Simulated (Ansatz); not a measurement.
Start from Hf in the hcp (Mg type) structure (space group P6_3/mmc, No. 194; a = 3.117 Å, c = 4.950 Å; relaxed with 0.1 eV smearing). Axes: x lies along a and z along c of the hexagonal cell.

Structures relaxed with LDA (Ansatz, a quantum-chemistry and plane-wave program, PAW, scalar-relativistic without spin-orbit coupling).

Base:

Simulated powder pattern, Cu Kα1, λ = 1.54056 Å (kinematic, ideal powder, no thermal factors, no anomalous dispersion; the 10 strongest lines at most, above 2 %, up to 2θ = 90°):

| 2θ (°) | I/Imax (%) | hkl |
|---|---|---|
| 33.16 | 24 | (100) |
| 36.27 | 25 | (002) |
| 37.93 | 100 | (101) |
| 49.95 | 16 | (102) |
| 59.23 | 19 | (110) |
| 66.34 | 20 | (103) |
| 71.47 | 22 | (112) |
| 72.52 | 16 | (201) |
| 81.08 | 3.9 | (202) |
| 86.43 | 3.4 | (104) |

After one change:

Simulated powder pattern, Cu Kα1, λ = 1.54056 Å (kinematic, ideal powder, no thermal factors, no anomalous dispersion; the 10 strongest lines at most, above 2 %, up to 2θ = 90°):

```
2θ (°)  I/Imax (%)
------  ----------
33.81           26
36.27           40
37.93           57
38.52          100
50.42           18
59.65           20
66.34           11
66.74           21
71.85           23
74.04           17
```

Task: Which of these changes matches the shifts?
(A) uniaxial strain ε_xx = −2.50 %
(B) uniaxial strain ε_xx = +1.00 %
(C) uniaxial strain ε_xx = −1.00 %
(D) uniaxial strain ε_xx = +1.50 %

Result: A, uniaxial strain ε_xx = −2.50 %. Its volume per atom is 20.31 Å³ against 20.83 Å³, and its space group is Cmcm (No. 63).

No phonon test of stability was made. The final runs are not spin-polarised.
